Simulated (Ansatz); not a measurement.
Base system: InSb in the zinc blende structure (space group F-43m, No. 216; a = 6.556 Å). Axes: x, y, z lie along the cube axes.

Level of theory: DFT with r2SCAN, PAW potentials and a 500 eV plane-wave cutoff in Ansatz (a program for electronic structure), scalar-relativistic without spin-orbit coupling.

Base values:

| Item | Result |
|---|---|
| Pressure | 0.0 GPa |

Perturbation: the cell is stretched by 1.59 % along x with no lateral relaxation; the atoms relax in the strained cell.

Problem. What happens to the energy relative to the base and pressure?

Solution. The energy rises by 1.7 meV/atom; the pressure (mean of the normal stresses, compression positive) goes from zero to -0.7 GPa.

Stability against distortions was not tested. The final runs are not spin-polarised. Gaps under 0.05 eV, about the width of the smearing, are given as zero.
